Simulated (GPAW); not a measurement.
Band structure of TiS (P-6m2, 2 atoms in the cell).

```
TiS
1.0
    3.26717     0.00000     0.00000
   -1.63359     2.82945     0.00000
    0.00000     0.00000     3.21706
Ti S
1 1
Direct
  0.66667   0.33333   0.00000
  0.00000   0.00000   0.50000
```

Level of theory: PBEsol, GPAW PAW datasets PBEsol (made by gpaw-setup) (plane waves; GPAW).

Settings: mode = pw; ecut = 850 eV; xc = PBEsol; kpts = 12 12 10; mesh shift (steps) = 0 0 0; occupations.name = methfessel-paxton; occupations.width = 0.2 eV; occupations.order = 0; nbands = -8; convergence.density = 1e-05 e/electron; symmetry.symmorphic = false; symmetry.tolerance = 0.0005; maxiter = 100; bandpath_npoints = 40.

The starting cell comes from a database of computed structures (which also holds hypothetical and non-ambient phases and stackings), without a prior relaxation at this level. Spin polarisation is off, so a magnetic state, if there is one, cannot be reached.

Levels in eV from the Fermi level, bands 6 to 13:
```
point      6      7      8      9     10    11    12    13
-----  -----  -----  -----  -----  -----  ----  ----  ----
Γ      -3.13  -3.13  -2.72  -2.15   1.30  1.30  2.64  2.64
M      -7.49  -3.72  -3.00  -1.84   0.83  2.15  2.24  3.22
K      -6.53  -5.89  -3.67   0.04   0.59  1.12  1.27  4.35
A      -7.92  -2.59  -2.59  -0.05  -0.05  1.72  1.86  1.86
L      -6.33  -6.21  -4.21  -0.63   2.03  2.27  2.41  4.22
H      -6.43  -6.16  -4.77  -0.15   2.09  2.35  3.28  4.17
```

Bands cross the Fermi level along this path, so the cell is metallic at this level.
